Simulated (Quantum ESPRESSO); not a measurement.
**σxx against uniaxial strain in fcc Pt (space group 225): C11 (Quantum ESPRESSO, PBEsol)**

```
CELL_PARAMETERS angstrom
      0.00000     1.95773     1.95773
      1.92837     0.00000     1.95773
      1.92837     1.95773     0.00000
ATOMIC_POSITIONS crystal
  Pt 0.00000 0.00000 0.00000
```

Method of the run: PBEsol, GBRV 1.5 ultrasoft (PBESOL) pseudopotentials (plane waves; Quantum ESPRESSO). Settings: ecutwfc = 52 Ry; ecutrho = 416 Ry; occupations = smearing; smearing = fd; degauss = 0.0036749 Ry; potentials = {Pt: pt_pbesol_v1.4.uspp.F.UPF}; K_POINTS = automatic 38 38 38 0 0 0; conv_thr = 1e-10 Ry. The cell above is the first row's. The rows stretch one cube axis (x) by the strain ε and hold the other two. Stress is positive in tension. In all rows the k mesh is held.

| ε (%) | σxx (GPa) |
|---|---|
| -1.5 | ? |
| -1.0 | -3.60 |
| -0.5 | -1.72 |
| 0.0 | 0.11 |
| 0.5 | 1.88 |
| 1.0 | 3.60 |
| 1.5 | 5.26 |
| 2.0 | 6.88 |

Problem. Using a parabola, estimate the missing σxx at ε = -1.5 from the other rows, showing the fit.

Solution. Least squares gives σxx = 0.107 + 3.5993·ε - 0.1071·ε². Residuals (row less fit): -0.001, -0.001, 0.003, 0.000, 0.001, -0.005, 0.003; standard error 0.003 (degrees of freedom: 4). The slope at ε = 0, 3.5993 GPa per cent, gives C11 ≈ 100 × 3.5993 = 360 GPa, for the static lattice. At the withheld row, σxx = 0.107 + 3.5993 × (-1.5) - 0.1071 × (-1.5)² = -5.533 GPa. The calculation gives -5.54 GPa, 0.007 GPa below the prediction (0.1 % of the range of σxx in the table). The row lies outside the fitted rows, so this is an extrapolation. From the scatter of the fitted rows alone, a prediction at this place has a standard error of 0.006 GPa, so the miss is 1.2 times that.

Carrying the step between the two nearest rows on in a straight line would have given -5.48, off by 0.06; series whose last step already gives the withheld value aren't shown. The reference cell has the volume at which an earlier scan in this program and functional put its minimum by a fit. The unstrained cell stands at a pressure of -0.11 GPa, and the constants belong to that pressure. Spin polarisation is off. Spin-orbit coupling is off. Without a gap such slopes are sensitive to mesh and smearing. Cutoffs and mesh are single choices, not tested for convergence of this quantity. Series with a scatter that would blur these digits, or in which a gap closes, are not shown. Strain series were run only where this level's volume lies within 10 % of a first guess from the measured size.
